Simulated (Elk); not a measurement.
A self-consistent single point of TaCr2 (Fd-3m, 6 atoms in the cell) with Elk.

Method of the run: LDA (PW92), spin-orbit coupling in second variation, all-electron FP-LAPW, Elk's shipped species files, APW+lo basis with extra local orbitals (Elk).

```yaml
crystal:
  lattice:
    - [0.00000, 3.44896, 3.44896]
    - [3.44896, 0.00000, 3.44896]
    - [3.44896, 3.44896, 0.00000]
  atoms:
    - { symbol: Ta, position: [0.75000, 0.75000, 0.75000] }
    - { symbol: Ta, position: [0.50000, 0.50000, 0.50000] }
    - { symbol: Cr, position: [0.12500, 0.12500, 0.62500] }
    - { symbol: Cr, position: [0.12500, 0.62500, 0.12500] }
    - { symbol: Cr, position: [0.12500, 0.12500, 0.12500] }
    - { symbol: Cr, position: [0.62500, 0.12500, 0.12500] }
```

Reference input (self-consistent single point, DFT, LDA (PW92), all-electron FP-LAPW, Elk's shipped species files, APW+lo basis with extra local orbitals): xctype = 3; rgkmax = 7.5; stype = 0; swidth = 0.00367493 Ha; ngridk = 8 8 8; gmaxvr = 14 1/bohr; nxlo = 2; lorbcnd = true; rmtscf = 0.9; lmaxi = 2. This run's input differs from it in these lines:

```diff
@@ -5,2 +5,5 @@
   3
+
+spinorb
+  .true.
 
@@ -23,2 +26,5 @@
   2
+
+nempty
+  10
```

Output, abridged:

```
│ Self-consistent loop started │
│ Loop number : 1 │
 total energy                :     -35414.0157875
 total moment                :   0.1086644264E-20 -0.4882969147E-20 -0.5361159107E-20
│ Loop number : 2 │
 total energy                :     -35413.3968745
 total moment                :   0.1488561265E-19  0.8646542746E-20 -0.1546590374E-21
RMS change in Kohn-Sham potential (target) :   0.2946828389     (  0.1000000000E-05)
Absolute change in total energy (target)   :   0.6189129536     (  0.1000000000E-03)
│ Loop number : 3 │
 total energy                :     -35422.1996425
   [... lines left out ...]
 total energy                :     -35429.4140290
 total moment                :   0.1760736942E-20  0.2171805916E-19 -0.5010434318E-20
RMS change in Kohn-Sham potential (target) :   0.1420127409E-05 (  0.1000000000E-05)
Absolute change in total energy (target)   :   0.9665217658E-04 (  0.1000000000E-03)
│ Loop number : 16 │
 total energy                :     -35429.4140902
 total moment                :  -0.5838513256E-21 -0.1236760115E-19 -0.7733377061E-22
RMS change in Kohn-Sham potential (target) :   0.2392809598E-06 (  0.1000000000E-05)
Absolute change in total energy (target)   :   0.8537645772E-04 (  0.1000000000E-03)
Convergence targets achieved

│ Loop number : 17 │

Energies :
 Fermi                       :     0.436089875397
 xc effective B-field        :    -0.430015940968E-08
 external B-field            :      0.00000000000
 total energy                :     -35429.4140791
 (external B-field energy excluded from total)

Density of states at Fermi energy :    156.8206059
 (states/Hartree/unit cell)

Estimated indirect band gap :   0.1700865088E-02
 from k-point     15 to k-point     13
Estimated direct band gap   :   0.2823095195E-02
 at k-point     13

Charges :
 core                        :    132.0000000
 valence                     :    110.0000000
 interstitial                :    10.77969219
 muffin-tins (core leakage)
  species :    1 (Ta)
   atom    1                 :    70.86406024     (  0.1577539720E-05)
   [... lines left out ...]
   atom    3                 :   0.6091860033E-22 -0.7202128865E-22  0.7411399417E-22
   atom    4                 :   0.7411399417E-22 -0.6091860033E-22  0.7202128865E-22
 total in muffin-tins        :  -0.6323909624E-20  0.3494189362E-20  0.1040973506E-21
 total moment                :  -0.6372109084E-20  0.3495376341E-20  0.8609484198E-22

│ Self-consistent loop stopped │
```

The run converged in 17 iterations. The count includes the last loop, which Elk runs after its targets are met. 

The starting cell comes from a database of computed structures (which also holds hypothetical and non-ambient phases and stackings), without a prior relaxation at this level. Values depend on the basis (sphere radii, cutoffs, local orbitals), which need not be converged. The log's line on a gap gives a spacing of levels on this mesh, which the program prints for metals too.

Cost on one core of a shared machine: roughly 4 min.
